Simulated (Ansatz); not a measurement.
A computed series for BP: response to strain

Take BP in the zinc blende structure (space group F-43m, No. 216) as the base.

```cif
data_B4P4
_chemical_formula_sum 'P4 B4'
_space_group_name_H-M_alt 'F-43m'
_space_group_IT_number 216
_space_group_name_Hall 'F -4 2 3'
_cell_length_a 4.54847
_cell_length_b 4.54847
_cell_length_c 4.54847
_cell_angle_alpha 90.000
_cell_angle_beta 90.000
_cell_angle_gamma 90.000
loop_
_atom_site_label
_atom_site_type_symbol
_atom_site_symmetry_multiplicity
_atom_site_Wyckoff_symbol
_atom_site_fract_x
_atom_site_fract_y
_atom_site_fract_z
_atom_site_occupancy
P1 P 4 c 0.25000 0.25000 0.25000 1
B1 B 4 a 0.00000 0.00000 0.00000 1
```
(The calculation used a cell of 2 atoms; values per cell refer to that cell.)

Strains are applied to the cell and any free atomic positions relax.

Computed with DFT with PBE, PAW potentials and a 420 eV plane-wave cutoff in Ansatz (an electronic-structure program), without spin-orbit coupling.

Notes on the quantities. energy relative to the base: free energy F.

```tsv
isotropic strain (%)	energy relative to the base (meV/atom)
-3.43	69.3
-2.49	35.6
-1.87	?
0	0.0
2.15	23.3
4.57	98.4
```

Problem. Fit ΔE = Aε² + Bε³ (ε in %) to the rows shown and predict the withheld row.

Solution. Least squares on the printed values gives A = 5.38 and B = -0.15 meV/atom (largest residual 0.1 meV/atom); this predicts 19.8 meV/atom, and the run gives 19.7 meV/atom, in agreement.

Whether these cells are dynamically stable was not tested.
